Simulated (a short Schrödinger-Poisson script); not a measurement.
**Symmetric double-gate stack, SiO2 on p-type Si(100)**

Structure: symmetric double-gate stack, SiO2 on p-type Si(100), at 300 K.

| layer | material | thickness (nm) | Na (cm⁻³) |
|---|---|---|---|
| 1 | SiO2 | 1.9 | - |
| 2 | Si | 8 | 2e15 |
| 3 | SiO2 | 1.9 | - |

Constants are typed, rounded textbook-type inputs, not results; the design itself was drawn at random and stands for no fabricated device. SiO2: permittivity 3.9, conduction-band edge (eV) 3.15, gap (eV) 9, electron mass (mₑ) 0.5. Si: permittivity 11.7, conduction-band edge (eV) 0, gap (eV) 1.124, Nv at 300 K (cm⁻³) 3.1e19.

Channel valleys (confinement mass, in-plane density-of-states mass, number): Δ2 0.916, 0.19, 2; Δ4 0.19, 0.417, 4. At the gates, both at one voltage, the conduction-band edge of layer 1 lies 3.68 eV − eVg above the Fermi level of the channel. Gaps are held at their typed values at every temperature. Mesh 0.03 nm at interfaces.

From a short Schrödinger-Poisson script (our own, NumPy): 1D Poisson equation in equilibrium, electrons quantum, Hartree (BenDaniel-Duke, 12 states a valley, the channel's in-plane mass for all, wave functions free to enter the dielectric), parabolic valleys, classical holes, full ionisation, no traps, pinning or gate leakage.

```tsv
Vg (V)	electrons (cm⁻²)	C (μF/cm²)	Δ2 E0 (meV)	Δ2 E1 (meV)	Δ4 E0 (meV)	Δ4 E1 (meV)
0.2	3.55e7	< 0.003	336.2	354.7	355.6	432.2
0.3	1.69e9	0.0107	236.3	254.8	255.7	332.3
0.4	6.93e10	0.375	140.5	158.7	159.8	236.1
0.5	7.25e11	1.69	80.0	96.0	99.1	172.9
0.6	1.98e12	2.25	54.3	66.6	73.5	142.9
0.7	3.47e12	2.49	39.6	48.5	59.6	124.6
0.8	5.06e12	2.63	28.9	35.2	50.5	111.4
0.9	6.74e12	2.72	20.0	24.4	44.0	101.2
1	8.46e12	2.80	12.2	15.3	38.9	92.8
1.1	1.02e13	2.86	5.1	7.3	34.8	85.8
1.2	1.20e13	2.90	-1.4	0.2	31.4	79.8
1.3	1.38e13	2.94	-7.5	-6.3	28.4	74.5
1.4	1.57e13	2.97	-13.2	-12.3	25.8	69.7
1.5	1.76e13	3.00	-18.6	-18.0	23.5	65.4
1.6	1.94e13	3.02	-23.8	-23.3	21.3	61.4
1.7	2.13e13	3.04	-28.8	-28.4	19.3	57.7
1.8	2.32e13	3.06	-33.6	-33.2	17.4	54.2
1.9	2.52e13	3.08	-38.2	-37.9	15.6	51.0
2	2.71e13	3.09	-42.6	-42.4	13.9	47.9
```

Gate voltages with under 1e6 electrons/cm² are left out.

Subbands count from the Fermi level. The capacitance is that of both gates.
